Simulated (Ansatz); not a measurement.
Bond-angle distributions (per cent of the angles at each element, bins of 10°) of a relaxed model of amorphous Ti20O43Al2 at 3.56 g/cm³. Level of theory: PBE, scalar-relativistic without spin-orbit coupling (plane waves to 420 eV, PAW; Ansatz, a quantum-chemistry and plane-wave program).

It comes from a melt-quench run on a machine-learned potential (CHGNet), relaxed afterwards by DFT. O atoms were pushed apart under 1.9 Å during the dynamics, to hinder bonds among them. The hot cell started wider than the set density and was brought back towards it in steps. It is the lowest in DFT energy of 2 quenches. It is a model cell: composition and starting density were chosen by hand, and all elements were melted together. No dispersion term was used. Its density started from a set value of 3.56 and ended at 3.56 g/cm³. The simulated quench (nominally 360 K/ps over its main leg) is rapid and tends to freeze in more defects than a deposited or slowly cooled glass has. One small periodic cell is one sample of the glass; other quenches scatter about these values. The volume was held where the preparation left it, at a PBE pressure of 3.3 GPa. Stress components on the final sampling reach 4.7 GPa.

Neighbours within Ti-Ti 3.12 Å, Ti-O 2.46 Å, Ti-Al 2.89 Å, O-O 1.58 Å, O-Al 2.24 Å, Al-Al 2.66 Å count as bonded. Two cations that share two anions don't count as bonded, nor two that share one unless they lie closer than Ti-Ti 3.04 Å, Ti-Al 2.81 Å, Al-Al 2.59 Å.

```
angle (°)  at Ti  at O
---------  -----  ----
50-60          0     0
60-70          1     0
70-80          9     0
80-90         22     2
90-100        21    16
100-110       16    15
110-120       10    15
120-130        5    23
130-140        3    13
140-150        3     9
150-160        2     3
160-170        7     3
170-180        1     0
```

They go with these counts of neighbours within the cut-offs, cation contacts included: Ti mean 5.1, most often 5; O mean 2.6, most often 3.
